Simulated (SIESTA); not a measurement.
# Input and output of a self-consistent single point for CaSiAu (P-6m2, 3 atoms in the cell) (SIESTA)

Level of theory: GGA PBEsol, numerical atomic orbitals TZP, PseudoDojo PBEsol standard norm-conserving potentials (rewritten from UPF to PSML) (SIESTA).

The input file:

```
# files in the folder: Ca.psml Si.psml Au.psml (PseudoDojo PBEsol standard)
SystemName  CaSiAu
SystemLabel casiau

NumberOfAtoms                3
NumberOfSpecies              3
%block ChemicalSpeciesLabel
  1 20 Ca
  2 14 Si
  3 79 Au
%endblock ChemicalSpeciesLabel
LatticeConstant              1.0 Bohr
%block LatticeVectors
     8.177959880    0.000000000    0.000000000
    -4.088979940    7.082321239    0.000000000
     0.000000000    0.000000000    7.450245246
%endblock LatticeVectors
AtomicCoordinatesFormat      ScaledCartesian
%block AtomicCoordinatesAndAtomicSpecies
     0.000000000    0.000000000    0.000000000  1
     4.088984029    2.360771386    3.725122623  2
    -0.000004089    4.721549853    3.725122623  3
%endblock AtomicCoordinatesAndAtomicSpecies

XC.functional                GGA
XC.authors                   PBEsol
PAO.BasisSize                TZP
PAO.EnergyShift              0.01 Ry
MeshCutoff                   350 Ry
%block kgrid.MonkhorstPack
    6   0   0  0.0
    0   6   0  0.0
    0   0   6  0.0
%endblock kgrid.MonkhorstPack
OccupationFunction           MP
OccupationMPOrder            0
ElectronicTemperature        1578.21 K

MaxSCFIterations             150
SCF.Mixer.Method             Broyden
SCF.Mixer.Weight             0.2
SCF.Mixer.History            6
SCF.DM.Tolerance             1.0E-04
Diag.ParallelOverK           true
WriteForces                  true
```

The program printed (abridged):

```
reinit: Reading from file input.fdf

reinit: System Name: CaSiAu
reinit: System Label: casiau

coor:   Atomic-coordinates input format  =     Cartesian coordinates
coor:                                          (in units of alat)

siesta: Atomic coordinates (Bohr) and species
siesta:      0.00000   0.00000   0.00000  1        1
siesta:      4.08898   2.36077   3.72512  2        2
siesta:     -0.00000   4.72155   3.72512  3        3

siesta: System type = bulk

initatomlists: Number of atoms, orbitals, and projectors:      3    52    61

siesta: ******************** Simulation parameters ****************************
redata: Spin configuration                          = none
redata: Time-Reversal Symmetry                      = T
redata: Number of Atomic Species                    =        3
redata: Mesh Cutoff                                 =   350.0000 Ry
redata: Net charge of the system                    =     0.0000 |e|
redata: Min. number of SCF Iter                     =        0
redata: Max. number of SCF Iter                     =      150
redata: SCF convergence failure will abort job
redata: SCF mix quantity                            = Hamiltonian
redata: Mix DM or H after convergence               =   F
redata: Recompute H after scf cycle                 =   F
redata: Mix DM in first SCF step                    =   T
redata: No kicks to SCF
redata: DM Mixing Weight for Kicks                  =     0.5000
redata: Require Harris convergence for SCF          =   F
redata: Harris energy tolerance for SCF             =     0.000100 eV
redata: Require DM convergence for SCF              =   T
redata: DM tolerance for SCF                        =     0.000100
redata: Require EDM convergence for SCF             =   F
redata: EDM tolerance for SCF                       =     0.001000 eV
redata: Require H convergence for SCF               =   T
redata: Hamiltonian tolerance for SCF               =     0.001000 eV
redata: Require (free) Energy convergence for SCF   =   F
redata: (free) Energy tolerance for SCF             =     0.000100 eV
redata: Using DFT-D3 dispersion                     =   F
redata: Using Saved Data (generic)                  =   F
redata: Method of Calculation                       = Diagonalization
redata: Electronic Temperature                      =  1578.2100 K
redata: Number of TDED substeps                     =        3
redata: Dynamics option                             = Single-point calculation
redata: Save all siesta data in one NC              =   F
redata: ***********************************************************************

%block SCF.Mixers
  Broyden
%endblock SCF.Mixers

%block SCF.Mixer.Broyden
  # Mixing method
  method broyden

  # Mixing options
  weight 0.2000
  weight.linear 0.2000
  weight.prime 0.2000
  history 6
%endblock SCF.Mixer.Broyden

DM_history_depth set to one: no extrapolation allowed by default for geometry relaxation
Size of DM history Fstack: 1
Total number of electrons:    33.000000
Total ionic charge:    33.000000

* ProcessorY, Blocksize:    1  53

* Orbital distribution balance (max,min):    52    52

k-point displ. along   1 input, could be:     0.00    0.50
k-point displ. along   2 input, could be:     0.00    0.50
k-point displ. along   3 input, could be:     0.00    0.50
 Kpoints in:          144 . Kpoints trimmed:          132

siesta: k-grid: Number of k-points = 132
siesta: k-points from Monkhorst-Pack grid
siesta: k-cutoff (effective) =    11.827 Ang
siesta: k-point supercell and displacements
siesta: k-grid:     6     0     0      0.000
siesta: k-grid:     0     6     0      0.000
siesta: k-grid:     0     0     6      0.000

diag: Algorithm                                     = D&C
diag: Parallel over k                               =   F
diag: Use parallel 2D distribution                  =   F
diag: Parallel block-size                           = 53
diag: Parallel distribution                         =     1 x     1
diag: Used triangular part                          = Lower
diag: Absolute tolerance                            =  0.100E-15
diag: Orthogonalization factor                      =  0.100E-05
diag: Memory factor                                 =  1.0000

superc: Internal auxiliary supercell:     7 x     5 x     5  =     175
superc: Number of atoms, orbitals, and projectors:    525   9100  10675

                        Single-point calculation

superc: Internal auxiliary supercell:     7 x     5 x     5  =     175
superc: Number of atoms, orbitals, and projectors:    525   9100  10675

outcell: Unit cell vectors (Ang):
        4.327590    0.000000    0.000000
       -2.163795    3.747803    0.000000
        0.000000    0.000000    3.942500

outcell: Cell vector modules (Ang)   :    4.327590    4.327590    3.942500
outcell: Cell angles (23,13,12) (deg):     90.0000     90.0000    120.0000
outcell: Cell volume (Ang**3)        :     63.9432
new_DM -- step:     1
Initializing Density Matrix...

Attempting to read DM from file... Failed...
DM filled with atomic data:

InitMesh: MESH = 48 x 48 x 48 = 110592
InitMesh: Mesh cutoff (required, used) =   350.000   409.677 Ry

stepf: Methfessel-Paxton step function
       Using Hermite-Gauss polynomials of order  0

        iscf     Eharris(eV)        E_KS(eV)     FreeEng(eV)     dDmax    Ef(eV) dHmax(eV)
   scf:    1    -5079.160396    -5149.408663    -5149.419432  1.796762 -2.352744 32.606941
   scf:    2    -5187.311382    -5176.596428    -5176.603833  1.218452 -3.263699  4.217562
   scf:    3    -5177.187982    -5176.963013    -5176.970358  0.083369 -3.331314  1.420129
   scf:    4    -5176.941640    -5176.992570    -5177.000468  0.063045 -3.421751  1.206332
   scf:    5    -5177.033424    -5177.025446    -5177.033462  0.042255 -3.411430  0.069070
   scf:    6    -5177.019467    -5177.023163    -5177.031106  0.009030 -3.402153  0.338719
   scf:    7    -5177.027155    -5177.025787    -5177.033707  0.009349 -3.404558  0.060838
   scf:    8    -5177.025917    -5177.025883    -5177.033797  0.002258 -3.405201  0.002650
   scf:    9    -5177.025890    -5177.025886    -5177.033799  0.000175 -3.405291  0.001997
   scf:   10    -5177.025891    -5177.025889    -5177.033799  0.000136 -3.405396  0.001369
   scf:   11    -5177.025891    -5177.025890    -5177.033800  0.000088 -3.405450  0.000916

SCF Convergence by DM+H criterion
max |DM_out - DM_in|         :     0.0000880644
max |H_out - H_in|      (eV) :     0.0009161269
SCF cycle converged after 11 iterations

Using DM_out to compute the final energy and forces

siesta: E_KS(eV) =            -5177.0259

siesta: E_KS - E_eggbox =     -5177.0259

siesta: Atomic forces (eV/Ang):
     1    0.000004   -0.000002    0.000000
     2   -0.000098    0.000057    0.000000
     3    0.000056   -0.000032   -0.000000
   Tot   -0.000039    0.000022    0.000000
   Max    0.000098
   Res    0.000044    sqrt( Sum f_i^2 / 3N )
   Max    0.000098    constrained

Stress tensor Voigt[x,y,z,yz,xz,xy] (kbar):       -7.20       -7.19      -49.78        0.00        0.00        0.01
(Free)E + p*V (eV/cell)    -5176.1800
Target enthalpy (eV/cell)    -5177.0338

siesta: Program's energy decomposition (eV):
siesta: Ebs     =      -986.561576
siesta: Eions   =      6942.039283
siesta: Ena     =       904.344236
siesta: Ekin    =      1545.437285
siesta: Enl     =       171.299208
siesta: Eso     =         0.000000
siesta: Edftu   =         0.000000
siesta: DEna    =        62.809789
siesta: DUscf   =         2.691808
siesta: DUext   =         0.000000
siesta: Ex      =      -857.544244
siesta: Ec      =       -64.024689
siesta: Exc     =      -921.568933
siesta: Eharris =     -5177.025891
siesta: Etot    =     -5177.025890
siesta: FreeEng =     -5177.033800

siesta: Stress tensor (static) (eV/Ang**3):
siesta:    -0.004495    0.000008    0.000000
siesta:     0.000008   -0.004487    0.000000
siesta:     0.000000    0.000000   -0.031073

siesta: Cell volume =         63.943229 Ang**3

siesta: Pressure (static):
siesta:                Solid            Molecule  Units
siesta:           0.00014542          0.00014543  Ry/Bohr**3
siesta:           0.01335177          0.01335293  eV/Ang**3
siesta:          21.39189755         21.39375115  kBar
```

The run converged in 11 iterations.

The starting cell comes from a database of computed structures (which also holds hypothetical and non-ambient phases and stackings), without a prior relaxation at this level. Values carry the incompleteness of an atom-centred basis.
